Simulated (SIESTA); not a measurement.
## SIESTA run on NiO (Fm-3m, 4 atoms in the cell): self-consistent single point

Method: GGA PBE, numerical atomic orbitals DZP, PseudoDojo PBE standard norm-conserving potentials (rewritten from UPF to PSML) (SIESTA).

The input file:

```
# files in the folder: Ni.psml O.psml (PseudoDojo PBE standard)
SystemName  NiO
SystemLabel NiO

NumberOfAtoms                4
NumberOfSpecies              2
%block ChemicalSpeciesLabel
  1 28 Ni
  2 8 O
%endblock ChemicalSpeciesLabel
LatticeConstant              1.0 Bohr
%block LatticeVectors
     8.068094982    4.034047491    4.034047491
     4.034047491    8.068094982    4.034047491
     4.034047491    4.034047491    8.068094982
%endblock LatticeVectors
AtomicCoordinatesFormat      Fractional
%block AtomicCoordinatesAndAtomicSpecies
     0.000000000    0.000000000    0.000000000  1
     0.500000000    0.500000000    0.500000000  1
     0.250000000    0.250000000    0.250000000  2
     0.750000000    0.750000000    0.750000000  2
%endblock AtomicCoordinatesAndAtomicSpecies

XC.functional                GGA
XC.authors                   PBE
PAO.BasisSize                DZP
PAO.EnergyShift              0.005 Ry
MeshCutoff                   350 Ry
%block kgrid.MonkhorstPack
    9   0   0  0.0
    0   9   0  0.0
    0   0   9  0.0
%endblock kgrid.MonkhorstPack
OccupationFunction           FD
ElectronicTemperature        0.02 eV
Spin                         polarized
%block DM.InitSpin
  1 +2.00
  2 -2.00
  3 +0.00
  4 +0.00
%endblock DM.InitSpin

MaxSCFIterations             150
SCF.Mixer.Method             Pulay
SCF.Mixer.Weight             0.1
SCF.Mixer.History            6
SCF.DM.Tolerance             1.0E-05
Diag.ParallelOverK           true
WriteForces                  true
Charge.Mulliken              end
```

Log, with long lists cut:

```
reinit: Reading from file input.fdf

reinit: System Name: NiO
reinit: System Label: NiO

NOTE on units for spin output:
{S} is the spin magnetic moment, in units of the Bohr magneton,
assuming a g-factor for the electron spin of exactly 2.
The spin magnetic moment is then numerically equal to the charge inbalance,
in units of electrons, between the spin-up and -down channels.

coor:   Atomic-coordinates input format  =     Fractional

siesta: Atomic coordinates (Bohr) and species
siesta:      0.00000   0.00000   0.00000  1        1
siesta:      8.06809   8.06809   8.06809  1        2
siesta:      4.03405   4.03405   4.03405  2        3
siesta:     12.10214  12.10214  12.10214  2        4

siesta: System type = bulk

initatomlists: Number of atoms, orbitals, and projectors:      4    64    62

siesta: ******************** Simulation parameters ****************************
redata: Spin configuration                          = collinear
redata: Time-Reversal Symmetry                      = T
redata: Number of Atomic Species                    =        2
redata: Mesh Cutoff                                 =   350.0000 Ry
redata: Net charge of the system                    =     0.0000 |e|
redata: Min. number of SCF Iter                     =        0
redata: Max. number of SCF Iter                     =      150
redata: SCF convergence failure will abort job
redata: SCF mix quantity                            = Hamiltonian
redata: Mix DM or H after convergence               =   F
redata: Recompute H after scf cycle                 =   F
redata: Mix DM in first SCF step                    =   T
redata: No kicks to SCF
redata: DM Mixing Weight for Kicks                  =     0.5000
redata: Require Harris convergence for SCF          =   F
redata: Harris energy tolerance for SCF             =     0.000100 eV
redata: Require DM convergence for SCF              =   T
   [... lines left out ...]
diag: Used triangular part                          = Lower
diag: Absolute tolerance                            =  0.100E-15
diag: Orthogonalization factor                      =  0.100E-05
diag: Memory factor                                 =  1.0000

superc: Internal auxiliary supercell:     7 x     7 x     7  =     343
superc: Number of atoms, orbitals, and projectors:   1372  21952  21266

                        Single-point calculation

superc: Internal auxiliary supercell:     7 x     7 x     7  =     343
superc: Number of atoms, orbitals, and projectors:   1372  21952  21266

outcell: Unit cell vectors (Ang):
        4.269452    2.134726    2.134726
        2.134726    4.269452    2.134726
        2.134726    2.134726    4.269452

outcell: Cell vector modules (Ang)   :    5.228989    5.228989    5.228989
outcell: Cell angles (23,13,12) (deg):     33.5573     33.5573     33.5573
outcell: Cell volume (Ang**3)        :     38.9123
new_DM -- step:     1
Initializing Density Matrix...

Attempting to read DM from file... Failed...
DM filled with atomic data (user-defined):

InitMesh: MESH = 60 x 60 x 60 = 216000
InitMesh: Mesh cutoff (required, used) =   350.000   409.375 Ry

stepf: Fermi-Dirac step function
        iscf     Eharris(eV)        E_KS(eV)     FreeEng(eV)     dDmax    Ef(eV) dHmax(eV)
   scf:    1    -9999.214855   -10016.708099   -10016.719691  0.700558 -2.286253 13.071969
     spin moment: {S} , |S| = {        0.0        0.0   -0.00000 }    -0.00000
   scf:    2   -10030.406796   -10024.313415   -10024.314473  0.101958 -3.132014  7.713926
     spin moment: {S} , |S| = {        0.0        0.0    0.00000 }     0.00000
   scf:    3   -10028.349378   -10028.062342   -10028.062343  0.111271 -4.233725  0.749384
     spin moment: {S} , |S| = {        0.0        0.0   -0.00000 }    -0.00000
   scf:    4   -10028.105794   -10028.087140   -10028.087140  0.006365 -4.212843  0.485761
     spin moment: {S} , |S| = {        0.0        0.0    0.00000 }     0.00000
   scf:    5   -10028.135289   -10028.118001   -10028.118001  0.045937 -4.411099  0.237518
     spin moment: {S} , |S| = {        0.0        0.0   -0.00000 }    -0.00000
   scf:    6   -10028.117834   -10028.117958   -10028.117958  0.000632 -4.404189  0.236514
   [... lines left out ...]
   scf:    9   -10028.126280   -10028.122831   -10028.122831  0.004233 -4.346452  0.069050
     spin moment: {S} , |S| = {        0.0        0.0    0.00000 }     0.00000
   scf:   10   -10028.122292   -10028.122578   -10028.122578  0.000346 -4.341940  0.093483
     spin moment: {S} , |S| = {        0.0        0.0   -0.00000 }    -0.00000
   scf:   11   -10028.123143   -10028.123110   -10028.123110  0.001622 -4.363005  0.008207
     spin moment: {S} , |S| = {        0.0        0.0   -0.00000 }    -0.00000
   scf:   12   -10028.123116   -10028.123115   -10028.123115  0.000132 -4.361284  0.000569
     spin moment: {S} , |S| = {        0.0        0.0    0.00000 }     0.00000
   scf:   13   -10028.123115   -10028.123115   -10028.123115  0.000027 -4.361449  0.000308
     spin moment: {S} , |S| = {        0.0        0.0   -0.00000 }    -0.00000
   scf:   14   -10028.123115   -10028.123115   -10028.123115  0.000009 -4.361539  0.000281
     spin moment: {S} , |S| = {        0.0        0.0   -0.00000 }    -0.00000
SCF Convergence by DM+H criterion
max |DM_out - DM_in|         :     0.0000090016
max |H_out - H_in|      (eV) :     0.0002807846
SCF cycle converged after 14 iterations

Using DM_out to compute the final energy and forces

siesta: E_KS(eV) =           -10028.1231

siesta: E_KS - E_eggbox =    -10028.1231

siesta: Atomic forces (eV/Ang):
     1    0.000000   -0.000000   -0.000000
     2   -0.000000   -0.000000   -0.000000
     3   -0.000000   -0.000000   -0.000000
     4    0.000000    0.000000    0.000000
   Tot   -0.000000   -0.000000   -0.000000
   Max    0.000000
   Res    0.000000    sqrt( Sum f_i^2 / 3N )
   Max    0.000000    constrained

Stress tensor Voigt[x,y,z,yz,xz,xy] (kbar):      103.91      103.91      103.91        1.98        1.98        1.98
(Free)E + p*V (eV/cell)   -10030.6468
Target enthalpy (eV/cell)   -10028.1231

siesta: Program's energy decomposition (eV):
siesta: Ebs     =     -1542.474944
siesta: Eions   =     12886.708580
siesta: Ena     =       895.780334
siesta: Ekin    =      4929.093567
siesta: Enl     =     -1601.587004
siesta: Eso     =         0.000000
siesta: Edftu   =         0.000000
siesta: DEna    =        26.632805
siesta: DUscf   =         2.074704
siesta: DUext   =         0.000000
siesta: Ex      =     -1319.904382
siesta: Ec      =       -73.504560
siesta: Exc     =     -1393.408942
siesta: Eharris =    -10028.123115
siesta: Etot    =    -10028.123115
siesta: FreeEng =    -10028.123115

siesta: Stress tensor (static) (eV/Ang**3):
siesta:     0.064856    0.001234    0.001234
siesta:     0.001234    0.064856    0.001234
siesta:     0.001234    0.001234    0.064856

siesta: Cell volume =         38.912256 Ang**3

siesta: Pressure (static):
siesta:                Solid            Molecule  Units
siesta:          -0.00070637         -0.00070637  Ry/Bohr**3
siesta:          -0.06485602         -0.06485602  eV/Ang**3
siesta:        -103.91080223       -103.91080224  kBar

mulliken: Atomic and Orbital Populations:

mulliken: Spin UP

Species: Ni
Atom  Qatom  Qorb
               3s      4s      4s      3py     3pz     3px     4py     4pz
   [... lines left out ...]

mulliken: Qtot =       24.000

mulliken: Spin DOWN

Species: Ni
Atom  Qatom  Qorb
               3s      4s      4s      3py     3pz     3px     4py     4pz
               4px     3dxy    3dyz    3dz2    3dxz    3dx2-y2 3dxy    3dyz
               3dz2    3dxz    3dx2-y2
   1  7.937   1.000   0.343  -0.130   1.003   1.003   1.003   0.089   0.089
              0.089   1.054   1.054   0.279   1.054   0.279  -0.077  -0.077

             -0.020  -0.077  -0.020
   2  9.348   0.997   0.312  -0.111   1.002   1.002   1.002   0.086   0.086
              0.086   1.019   1.019   0.953   1.019   0.953  -0.036  -0.036

              0.015  -0.036   0.015

Species: O
Atom  Qatom  Qorb
               2s      2s      2py     2pz     2px     2py     2pz     2px
               3Pdxy   3Pdyz   3Pdz2   3Pdxz   3Pdx2-y2
   3  3.357   0.904  -0.005   0.933   0.933   0.933  -0.122  -0.122  -0.122
              0.006   0.006   0.003   0.006   0.003
   4  3.357   0.904  -0.005   0.933   0.933   0.933  -0.122  -0.122  -0.122
              0.006   0.006   0.003   0.006   0.003

mulliken: Qtot =       24.000

Mulliken Atomic Populations:
Atom #   charge [q] valence [e]      Sz [e]  Species
     1     0.714978   17.285022    1.410723  Ni
     2     0.714978   17.285022   -1.410723  Ni
     3    -0.714978    6.714978   -0.000000  O
     4    -0.714978    6.714978   -0.000000  O
 Total     0.000000               -0.000000
```

The run converged in 14 iterations.

The starting cell has typed, rounded lattice constants, without a prior relaxation at this level. Its lattice was rescaled by a random factor within 2.5 % of one. The magnetic order is the one reached from the typed start; others were not searched systematically. Values carry the incompleteness of an atom-centred basis. With a pressure of about -10 GPa the cell is away from its equilibrium volume at this level.

Cost on one core of a shared machine: roughly 2 min.
